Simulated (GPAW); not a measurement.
Input and output of a self-consistent single point for SrBi3 (Pm-3m, 4 atoms in the cell) (GPAW).

Method: PBEsol, GPAW PAW datasets PBEsol (made by gpaw-setup) (plane waves; GPAW).

The change in words: lattice scaled by 0.98. Reference geometry:
```xyz
4
Lattice="5.0497 0.0000 0.0000 0.0000 5.0497 0.0000 0.0000 0.0000 5.0497" Properties=species:S:1:pos:R:3 pbc="T T T"
Sr     0.0000     0.0000     0.0000
Bi     2.5248     2.5248     0.0000
Bi     0.0000     2.5248     2.5248
Bi     2.5248     0.0000     2.5248
```

Reference input (self-consistent single point, DFT PBEsol, plane waves, GPAW PAW datasets PBEsol (made by gpaw-setup)): mode = pw; ecut = 600 eV; xc = PBEsol; kpts = 5 5 5; mesh shift (steps) = 0 0 0; occupations.name = methfessel-paxton; occupations.width = 0.1 eV; occupations.order = 0; nbands = -10; convergence.forces = 0.001 eV/Å; symmetry.symmorphic = false; symmetry.tolerance = 0.0005. This run's input differs from it in these lines:

```diff
@@ -5,5 +5,5 @@
 atoms = Atoms(['Sr', 'Bi', 'Bi', 'Bi'],
-              cell=[[5.049694, 0.000000, 0.000000],
-                    [0.000000, 5.049694, 0.000000],
-                    [0.000000, 0.000000, 5.049694]],
+              cell=[[4.948700, 0.000000, 0.000000],
+                    [0.000000, 4.948700, 0.000000],
+                    [0.000000, 0.000000, 4.948700]],
               scaled_positions=[[0.000000, 0.000000, 0.000000],
```

Output, abridged:

```
     iter     time        total  log10-change:
                         energy   eigst   dens  force
iter:   1 --:--:--   -19.074649
iter:   2 --:--:--   -19.165706   -1.53  -1.71
iter:   3 --:--:--   -19.132511   -2.80  -1.73
iter:   4 --:--:--   -19.145258   -2.84  -1.88
iter:   5 --:--:--   -19.142807c  -3.61  -2.24
iter:   6 --:--:--   -19.135512c  -3.47  -2.41
iter:   7 --:--:--   -19.134675c  -4.51  -2.78
iter:   8 --:--:--   -19.134818c  -4.47  -2.93
iter:   9 --:--:--   -19.134346c  -5.15  -3.13
iter:  10 --:--:--   -19.134393c  -5.83  -3.18
iter:  11 --:--:--   -19.134470c  -5.42  -3.26
iter:  12 --:--:--   -19.134468c  -6.87  -4.40c
iter:  13 --:--:--   -19.134468c  -7.72c -4.40c
iter:  14 --:--:--   -19.134469c  -6.88  -4.42c
iter:  15 --:--:--   -19.134473c  -7.27  -4.44c
iter:  16 --:--:--   -19.134471c  -7.93c -4.48c -23.45c
Converged after 16 iterations.

Dipole moment: (-0.000000, 0.000000, -0.000000) |e|*Ang

Energy contributions relative to reference atoms: (reference = -1840526.274328)

Kinetic:        +51.478446
Potential:      -43.851931
External:        +0.000000
XC:             -22.116917
Entropy (-ST):   -0.012711
Local:           -4.637714
SIC:             +0.000000
--------------------------
Free energy:    -19.140827
Extrapolated:   -19.134471

Showing only first 2 kpts
 Kpt  Band  Eigenvalues  Occupancy
  0    25      8.05715    0.00000
  0    26      8.05715    0.00000
  0    27      8.05715    0.00000
  0    28      9.11791    0.00000

  1    25      6.87572    2.00000
  1    26      7.41711    1.95921
  1    27      7.41711    1.95921
  1    28      9.06065    0.00000

Fermi level: 7.56176

No gap
No difference between direct/indirect transitions
Energy (eV): -19.134471

Forces in eV/Ang:
  0 Sr   -0.00000   -0.00000   -0.00000
  1 Bi    0.00000    0.00000   -0.00000
  2 Bi   -0.00000    0.00000    0.00000
  3 Bi    0.00000   -0.00000    0.00000

Stress tensor:
    -0.006893     0.000000     0.000000
     0.000000    -0.006893     0.000000
     0.000000     0.000000    -0.006893
Stress (GPa, Voigt): [-1.1044 -1.1044 -1.1044  0.      0.      0.    ]
```

The run converged in 16 iterations. GPAW prints stress with tension positive. Against the reference run the free energy goes down by 4.4 meV/atom and the pressure goes from -1.74 to 1.10 GPa.

The starting cell comes from a database of computed structures (which also holds hypothetical and non-ambient phases and stackings), without a prior relaxation at this level. Its lattice was rescaled by a random factor within 2.5 % of one. For this run, on top of that: lattice scaled by 0.98.
